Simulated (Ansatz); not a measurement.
**Sn on the 1x1 (111) surface of fcc Ir, one in a 2x2 cell, started at the site 'hollow Ir-Ir-Ir over Ir at depth 2.2 Å'**

Method: PBE (plane waves to 420 eV, PAW; Ansatz, a first-principles code).

Set-up: 17 atoms, 6.6 Å thick at the start under the adsorbate (thin: gaps and levels are the slab's own); mesh 6x6x1; 0.1 eV smearing; dipole correction on; 8 atoms held, the rest relaxed; held to the start's symmetry, so lower structures may exist; no spin, no spin-orbit, no U, no dispersion correction. At the end it is bonded to 3 Ir. In PBE it is, or lies within 0.03 eV of, the lowest of the starts that converged.

The adsorption energy against an atom of beta tin comes out as -30.7 kcal/mol. The work function of the top face comes out as 4.42 eV. The change of the work function is -1.07 eV. The change of the step from the bottom to the top vacuum level, against the clean slab comes out as -1.07 eV and the energy released by relaxation comes out as 0.20 eV. The height of the binding atom over the mean of the host atoms within 0.3 Å of the top one is 219.9 pm and the nearest host atoms of the binding atom is Ir at 2.73 Å, Ir at 2.73 Å, Ir at 2.73 Å. The largest move of a host atom is 0.06 Å. The cost comes out as around 4 core-minutes (rough).

A negative adsorption energy means that the adsorbate is more stable on the surface than in its reference.
